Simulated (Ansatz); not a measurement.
The parent structure is InP in the zinc blende structure (space group F-43m, No. 216; a = 5.8784 Å).

The change: the cell is scaled by 1.0050 in all directions; the atoms relax in the strained cell.

The values are results of PBEsol (Ansatz, a quantum-chemistry and plane-wave program, PAW, without spin-orbit coupling), not measurements.

Base, band edges from the VBM (valence, conduction): X -2.32, 1.65; W -2.92, 4.19; L -0.97, 1.38; Γ 0.00, 0.57; K -1.94, 2.25; U -1.94, 2.25 eV.

### Question
Give the band edges at the high-symmetry points of the new zone, measured from its valence-band maximum.

### Answer
```
point  valence edge (eV)  conduction edge (eV)
-----  -----------------  --------------------
Γ                   0.00                  0.49
X                  -2.27                  1.67
U                  -1.90                  2.26
K                  -1.90                  2.26
L                  -0.95                  1.35
W                  -2.86                  4.19
```

The gap is 0.49 eV, direct at Γ.

Whether these cells are dynamically stable was not tested.
